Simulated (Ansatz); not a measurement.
The reference is CdS in the wurtzite structure (space group P6_3mc, No. 186; a = 4.1235 Å, c = 6.7111 Å). Axes: x lies along a and z along c of the hexagonal cell.

Now apply this change: uniaxial stress, 1 GPa tension along z, with the cell and atoms free to relax against it.

Levels (all Ansatz, an electronic-structure program, PAW): PBEsol (420 eV, no spin-orbit coupling); r2SCAN (500 eV, no SOC); HSE06 (420 eV, without spin-orbit coupling).

At the geometry relaxed with PBEsol, these levels gave the following band gaps, in shuffled order: (a) 2.20 eV, (b) 1.64 eV, (c) 1.04 eV.

### Question
Match each gap to its level.

### Answer
(a) HSE06; (b) r2SCAN; (c) PBEsol.

Single points use the geometry relaxed with PBEsol. Load acts through the strain it causes; cell and atoms are relaxed under it. Beyond what the load breaks, stability against distortions was not tested.
